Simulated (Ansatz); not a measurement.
Structure of amorphous Zn₁₂As₁₂Te₃₆ (periodic cell):

```xyz
60
Lattice="11.6835 0.3029 0.2563 0.3029 12.0051 -0.0019 0.2563 -0.0019 12.5754" Properties=species:S:1:pos:R:3 pbc="T T T"
Zn     6.8420     7.0512     0.5324
Zn     0.9264     6.5528     6.5919
Zn    11.0666     1.2428     1.0107
Zn    11.9218     9.4902     1.9375
Zn     2.5876     0.1719    10.0655
Zn     8.3794    10.8062     1.5124
Zn     4.7702     5.1455    12.4862
Zn     2.3811     5.3058     9.9858
Zn     4.4835    10.3364     3.3467
Zn     2.6284     3.5425     6.3465
Zn     7.7635     3.3733     1.4047
Zn    11.1441     1.2600     5.5124
As     9.7206    12.2382     8.4325
As     6.3958     0.3519    11.0040
As     9.7505     2.4424     7.2465
As     0.5110     9.0398     6.4532
As     7.9297     5.3123     8.9588
As     9.3268     8.4254     8.2240
As     7.4408     7.0696     7.1636
As     7.5819     9.4428     9.7043
As     7.2700    11.6607     8.5937
As     5.2371    10.2442    11.5359
As     9.7252     6.7122    10.0046
As     2.9028    10.0817     6.4380
Te     4.2291     4.7798     8.0015
Te     8.8465     1.1268     2.3851
Te     3.0153     7.1107     3.4076
Te     9.6131     8.9398     3.0871
Te     3.1241     3.2817    11.6096
Te     6.1878     6.5293    10.6018
Te    11.8351     3.7460    12.7959
Te     0.6165     1.5066     8.9876
Te     5.2957     1.4960     1.1432
Te     1.0374     1.0102     2.9637
Te     3.5820     7.0983     6.4540
Te     7.1964    12.1073     4.9871
Te     1.8257    10.2762     3.5343
Te     4.3481     1.0666     3.7924
Te     3.0306     4.2870     3.6006
Te     6.0384     9.5335     1.3114
Te     0.4819     4.3998     5.0136
Te     3.2184    11.8173     0.1713
Te     0.7159    10.6993    12.1493
Te     3.2536     9.7451     9.0753
Te     9.4567     9.9459    11.5992
Te     5.9234     5.1716     2.1536
Te     7.5010     3.0175     5.9664
Te    11.9847     9.6361     9.3030
Te     9.7881     1.4383    10.8761
Te     9.4633     7.2719     0.6160
Te    10.1373    10.8263     5.6659
Te     4.6735     1.8140     9.5839
Te     2.0216     0.8837     6.5183
Te    11.7743     5.4318     8.9392
Te     8.6765     5.5829     5.3961
Te     1.2189     6.7639     1.2057
Te     3.1335     7.3294    11.6150
Te     7.8230     3.3369    11.3507
Te     5.7994     9.7376     5.5866
Te     9.9363     4.8323     2.2281
```

Method: PBE-D3(BJ), scalar-relativistic without spin-orbit coupling, PAW (Ansatz default set, large-core Te) (plane waves to 420 eV; Ansatz, a program for electronic structure).

It comes from a melt-quench run on a machine-learned potential (CHGNet), relaxed afterwards by DFT. The hot cell started wider than the set density and was brought back towards it in steps. It is the lowest in DFT energy of 3 quenches. It is a model cell: composition and starting density were chosen by hand, and all elements were melted together. The geometry includes D3(BJ) dispersion. Its density started from a set value of 5.70 and ended at 5.92 g/cm³. Cooling (nominally 79 K/ps over its main leg) ran many orders faster than in experiment, which tends to leave more defects and strain. One small periodic cell is one sample of the glass; other quenches scatter about these values. Volume and shape were free in the relaxation. On a 2×2×2 Γ-centred mesh force components of up to 0.29 eV/Å stay, since the relaxation ran on one k-point at (1/4, 1/4, 1/4).

Neighbours within Zn-Zn 2.93 Å, Zn-As 2.72 Å, Zn-Te 3.22 Å, As-As 2.84 Å, As-Te 2.90 Å, Te-Te 3.20 Å count as bonded.

Problem. Give the coordination numbers, mean bond lengths and angles.

Solution. 
The mean coordination of Zn is 4.17 (10 with 4, 2 with 5) and the mean coordination of As is 3.08 (11 with 3, 1 with 4). The mean coordination of Te is 3.03 (5 with 2, 25 with 3, 6 with 4), the mean Zn-Te bond comes out as 2.715 Å (spread 0.106 Å, 48 counted) and the mean Te-Te bond comes out as 2.941 Å (spread 0.112 Å, 24 counted). The mean As-As bond is 2.544 Å (spread 0.042 Å, 11 counted) and the mean As-Te bond is 2.690 Å (spread 0.065 Å, 13 counted). The bond angle at Zn is mean 108.1°, spread 18.5°. The bond angle at As is mean 96.7°, spread 9.9° and the bond angle at Te is mean 100.6°, spread 21.6°.

Problem. Which atoms depart from the most common coordination of their element?

Solution. Zn3 has 5 (Te26 2.61 Å, Te43 2.65 Å, Te31 2.68 Å, Te34 2.76 Å, Te49 3.12 Å); Zn11 has 5 (Te58 2.64 Å, Te46 2.68 Å, Te26 2.68 Å, Te60 2.74 Å, Te33 3.11 Å); As16 has 4 (Zn2 2.53 Å, As24 2.61 Å, Te48 2.62 Å, Te51 2.74 Å); Te29 has 4 (Zn7 2.64 Å, Zn8 2.70 Å, Te52 2.94 Å, Te31 3.12 Å); Te40 has 4 (Zn6 2.67 Å, As22 2.67 Å, Zn9 2.68 Å, Zn1 2.72 Å); Te42 has 4 (As22 2.65 Å, Zn5 2.77 Å, Te43 3.04 Å, Te33 3.07 Å); Te48 has 2 (As16 2.62 Å, Te44 2.98 Å); Te49 has 4 (As13 2.75 Å, Te58 2.77 Å, Te32 3.02 Å, Zn3 3.12 Å); Te50 has 4 (Zn1 2.63 Å, Te60 2.96 Å, Te28 2.99 Å, Te45 3.12 Å); Te51 has 2 (As16 2.74 Å, Zn12 2.77 Å; Te28 at 3.24 Å just beyond; Te36 at 3.28 Å just beyond); Te53 has 4 (Zn10 2.73 Å, Zn12 2.86 Å, As24 2.87 Å, Te32 2.91 Å); Te55 has 2 (As19 2.62 Å, Te47 2.88 Å); Te58 has 2 (Zn11 2.64 Å, Te49 2.77 Å); Te59 has 2 (Zn9 2.67 Å, Te36 2.82 Å).
